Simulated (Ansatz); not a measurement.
An Ansatz (a first-principles code) input (DFT with r2SCAN, PAW potentials and a 500 eV plane-wave cutoff in Ansatz, no spin-orbit coupling):

Ansatz 0.2 input:
```yaml
crystal:
  lattice:
    - [2.9682352186, 0, 0]
    - [0, 2.9682352186, 0]
    - [0, 0, 2.9682352186]
  atoms:
    - { symbol: Al, position: [0.5, 0.5, 0.5] }
    - { symbol: Ru, position: [0, 0, 0] }
basis: { ecutwfc: 500, ecutrho_ratio: 4, xc_grid: 4, fft_grid_basis: typed }
kpoints: { mp_grid: { grid: [19, 19, 19] } }
hamiltonian:
  xc: r2scan
  dispersion: none
  pseudopotentials: { kind: paw }
scf: { occupations: { method: fermi_dirac, width: 0.1 }, convergence: { dr2_threshold: 0.0000000002 } }
relax: { f_tol: 0.005, max_steps: 50 }
output: { forces: true, stress: true }
checkpoint: { write: state.ck, write_every: 1000 }
```

Q: Which symmetry and how many k-points will the program report, and about how many plane waves at Γ?

A: Space group Pm-3m (ITA 221) with 48 operations, k-points 220 of 6859, and 691 plane waves at Γ.

Q: And the final pressure?

A: 3.42 GPa (compression positive).

The cells carry an imposed strain or load. Whether these cells are dynamically stable was not tested. The final runs are not spin-polarised. The cell was made from AlRu in the CsCl type structure (space group Pm-3m, No. 221) by this change: isotropic strain −0.50 %.
